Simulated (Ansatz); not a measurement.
Consider MgSe in the rock salt structure (space group Fm-3m, No. 225; a = 5.4496 Å).

Method: PBEsol in Ansatz (plane waves to 420 eV, PAW, no spin-orbit coupling).

Base values:

Band gap: 1.78 eV

Perturbation: every lattice vector is stretched by 1.50 %, atoms relaxed at fixed cell.

Problem. What does the calculation give for the band gap after the change?

Solution. The band gap shrinks by 0.07 eV to 1.71 eV.

The cells carry an imposed strain or load. No phonon test of stability was made.

Ansatz is an electronic-structure program.
